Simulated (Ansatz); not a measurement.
**A computed series for ZnSnO3: point defects**

The parent structure is a 20-atom supercell of ZnSnO3 (space group R3c, No. 161; a = 5.2780 Å, c = 14.0092 Å (hexagonal axes)) at its relaxed geometry.

One neutral defect a cell, atoms relaxed at fixed cell.

Method: plane-wave PAW DFT at the PBEsol level (Ansatz, a quantum-chemistry and plane-wave program, 420 eV), no spin-orbit coupling, earlier PAW set.

```tsv
change	largest displacement of a host atom from its site in the perfect cell	pressure	gap of the supercell
perfect supercell	–	0.0 GPa	1.24 eV
Sn interstitial (started 1.83 Å from the nearest host atom)	0.98 Å	25.5 GPa	1.08 eV
Zn on a O site (antisite)	1.07 Å	10.1 GPa	0.25 eV
O vacancy	0.38 Å	0.0 GPa	1.58 eV
```

The magnetic state is the one reached from the starting moments; the real material's order can differ, and small cells can't hold many antiferromagnetic ones. In so small a cell the defect repeats every few ångströms: this is an ordered compound, not a dilute defect. Seeded moments were not kept for Sn interstitial (started 1.83 Å from the nearest host atom), Zn on a O site (antisite) and O vacancy.
